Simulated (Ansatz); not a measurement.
The starting structures come from a database of crystals and need not be the phases stable at ambient conditions.

 Where the default PAW files enter, the runs use the earlier of Ansatz's two default sets.

By PBEsol, the system below comes out a metal.

The ballistic (Sharvin) conductance counts the channels at the Fermi level: G/A = (e²/h) × channels of both spins per area.

Given:

```yaml
crystal:
  lattice:
    - [3.73003, 0.00000, 0.00000]
    - [0.00000, 5.75601, 0.00000]
    - [0.00000, 0.00000, 6.29491]
  atoms:
    - { symbol: Ge, position: [0.25000, 0.81393, 0.58801] }
    - { symbol: Ge, position: [0.75000, 0.18607, 0.41199] }
    - { symbol: Ge, position: [0.75000, 0.68607, 0.08801] }
    - { symbol: Ge, position: [0.25000, 0.31393, 0.91199] }
    - { symbol: Pt, position: [0.25000, 0.00185, 0.19271] }
    - { symbol: Pt, position: [0.75000, 0.99815, 0.80729] }
    - { symbol: Pt, position: [0.75000, 0.49815, 0.69271] }
    - { symbol: Pt, position: [0.25000, 0.50185, 0.30729] }
```

Space group of this cell: Pnma. The cell is strained (lengths along the current scaled by 1.03, ions clamped); by PBEsol its mean pressure is -6.6 GPa.

The current flows along the normal of the first two printed cell vectors. No spin-orbit coupling; the value is a mean over 0.1 eV about the Fermi level.

Compute, with PBEsol (Ansatz, a program for electronic structure), the ballistic conductance per area.

0.39 × 10¹⁵ S/m² for both spins.
